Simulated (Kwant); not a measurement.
System: wire with a row of barriers in a GaAs two-dimensional gas. Effective mass 0.067 mₑ, grid spacing 4.2 nm, hard walls, nominal width 100 nm (23 grid rows, so walls 100.8 nm apart), one parabolic valley, scattering region 420 nm long along x; energies count from the band bottom; Fermi energy swept from 0.00044899 to 0.0053318 eV. 4 barrier(s) across the wire, height 0.019 eV, thickness 12.6 nm (about 3 grid columns), spaced by 33.6 nm.

The device is made up for the run: typed textbook-type constants, with dimensions and the other settings drawn at random.

Kwant, effective-mass tight-binding model on a square grid, one spin, coherent transport at 0 K. Conductance is in e²/h.

Question: How many channels do the leads carry at E = 4.20 meV?

Answer: The hard-wall thresholds are n² ħ²π²/(2mW²) = n² × 0.552 meV with W = 100.8 nm. √(4.20/0.552) = 2.76, so 2.
